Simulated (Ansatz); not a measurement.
Functionals compared on SiH3 on the 1x1 (111) surface of fcc Ag, one in a 2x2 cell, started at the site 'hollow Ag-Ag-Ag over Ag at depth 4.7 Å', in Ansatz (plane waves, PAW). The structure was relaxed with PBE; the other rows are single points on it, each with its references at the same level. Cutoff 420 eV (500 eV for r2SCAN).

Model: 20-atom slab, 7.1 Å thick at the start under the adsorbate (thin: gaps and levels are the slab's own), 6x6x1 mesh, Fermi-Dirac 0.1 eV, dipole correction, 8 atoms held, the rest relaxed; start symmetry kept, larger cells not searched; spin-polarised, no spin-orbit, no U, no dispersion correction. The starting moment vanished. At the end it is bonded to 3 Ag. In PBE it is, or lies within 0.03 eV of, the lowest of the starts that converged. These notes are the PBE run's. r2SCAN: The program's check for a lower electronic state was not made. Adsorption energies are against SiH4(g) − ½ H2(g). A negative adsorption energy means that the adsorbate is more stable on the surface than in its reference.

| functional | adsorption energy (eV) | work function of the top face (eV) | change of the work function (eV) | magnetic moment of the cell (μB) | rough cost of the single point |
|---|---|---|---|---|---|
| PBE | 0.10 | 4.66 | 0.22 | 0.00 | – |
| RPBE | ? | ? | ? | 0.00 | about 5 core-minutes (a rough figure) |
| r2SCAN | -0.02 | 4.67 | 0.26 | 0.00 | around 15 core-minutes (rough) |

Q: Fill in the missing entries.

A: 
- RPBE, adsorption energy (eV): 0.37
- RPBE, work function of the top face (eV): 4.57
- RPBE, change of the work function (eV): 0.33

Ansatz is a quantum-chemistry and plane-wave program.
